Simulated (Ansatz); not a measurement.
Results of LDA (plane waves, PAW; Ansatz, an electronic-structure program) for V₂O₅ (Pmmn, No. 59, 14 atoms in the cell; start mp-624689).

Settings: plane-wave cutoff 500 eV, 14×4×8 k mesh (along the axes of the cell as run), gaussian smearing 0.02 eV, no spin polarisation, scalar-relativistic PAW data made under PBE.

Cell (relaxed at this level):

```yaml
crystal:
  lattice:
    - [2.83496, 0.00000, 0.00000]
    - [0.00000, 9.16290, 0.00000]
    - [0.00000, 0.00000, 6.87645]
  atoms:
    - { symbol: V, position: [0.50000, 0.19113, 0.32469] }
    - { symbol: V, position: [0.50000, 0.80887, 0.32469] }
    - { symbol: V, position: [0.00000, 0.30887, 0.67531] }
    - { symbol: V, position: [0.00000, 0.69113, 0.67531] }
    - { symbol: O, position: [0.50000, 0.73630, 0.81703] }
    - { symbol: O, position: [0.50000, 0.26370, 0.81703] }
    - { symbol: O, position: [0.00000, 0.76370, 0.18297] }
    - { symbol: O, position: [0.00000, 0.23630, 0.18297] }
    - { symbol: O, position: [0.50000, 0.64642, 0.47470] }
    - { symbol: O, position: [0.50000, 0.35358, 0.47470] }
    - { symbol: O, position: [0.00000, 0.85358, 0.52530] }
    - { symbol: O, position: [0.00000, 0.14642, 0.52530] }
    - { symbol: O, position: [0.50000, 0.00000, 0.28307] }
    - { symbol: O, position: [0.00000, 0.50000, 0.71693] }
```

**Question.** Give the computed band gap.

**Answer.** 
band gap: 1.17 eV (on the SCF k mesh)

Note: the relaxation could not lower the start's symmetry, so the cell can be a saddle point above a distorted one.

The result took about 15 core-minutes (a rough figure).

A start named mp-… is a Materials Project structure, which need not be a measured phase.
